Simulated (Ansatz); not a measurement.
The starting structures come from a database of crystals and need not be the phases stable at ambient conditions.

By PBEsol, the system below comes out a metal.

Input:

```
CELL_PARAMETERS angstrom
      3.28943     0.00000     0.00000
      0.00000     3.28943     0.00000
      0.00000     0.00000     3.28943
ATOMIC_POSITIONS crystal
  Sc 0.50000 0.50000 0.50000
  Pt 0.00000 0.00000 0.00000
```

Space group of this cell: Pm-3m, CsCl type. The cell is taken as given; by PBEsol its mean pressure is -3.8 GPa.

The current runs along the normal of the first two printed vectors, the (001) plane. All runs by Ansatz (an electronic-structure program), plane waves and PAW, without spin-orbit coupling; the base is PBEsol.

```tsv
run	mean pressure (GPa)	G/A, both spins (10¹⁵ S/m²)
base	-3.8	0.87
all lengths scaled by 0.98	5.4	0.95
all lengths scaled by 1.02	-10.8	?
lengths across the current scaled by 0.98, ions clamped	2.0	?
lengths across the current scaled by 1.02, ions clamped	-8.7	?
lengths along the current scaled by 0.97, ions clamped	0.5	0.91
lengths along the current scaled by 1.03, ions clamped	-7.6	0.88
```

### Question
Fill in the missing entries.

### Answer

- all lengths scaled by 1.02, G/A, both spins (10¹⁵ S/m²): 0.83
- lengths across the current scaled by 0.98, ions clamped, G/A, both spins (10¹⁵ S/m²): 0.94
- lengths across the current scaled by 1.02, ions clamped, G/A, both spins (10¹⁵ S/m²): 0.83
